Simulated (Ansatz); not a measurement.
Input:

```
CELL_PARAMETERS angstrom
      3.32791     0.00000     0.00000
      1.66396     2.88206     0.00000
      1.66396    -0.96069     2.64045
ATOMIC_POSITIONS crystal
  Na 0.00000 0.00000 0.00000
  F  0.00000 0.50000 0.50000
```

No spin polarisation.

Computed with PBEsol in Ansatz (plane waves to 420 eV, PAW, scalar-relativistic without spin-orbit coupling). Γ-centred 12×12×12 mesh, Fermi–Dirac width 0.05 eV.

**Question.** Predict the in-plane stress, band gap and valence-band top at Γ.

**Answer.** 
* **Mean in-plane stress (compression positive)**: -1.5 GPa
* **Band gap**: 6.04 eV
* **Valence-band top at Γ (three highest levels, from the VBM)**: 0.00, -0.07, -0.07 eV

The cells carry an imposed strain or load. Whether these cells are dynamically stable was not tested. The cell was made from NaF in the rock salt structure (space group Fm-3m, No. 225) by this change: biaxial strain +1.67 %, plane normal [111], relaxed out of plane.

Ansatz is a program for electronic structure.
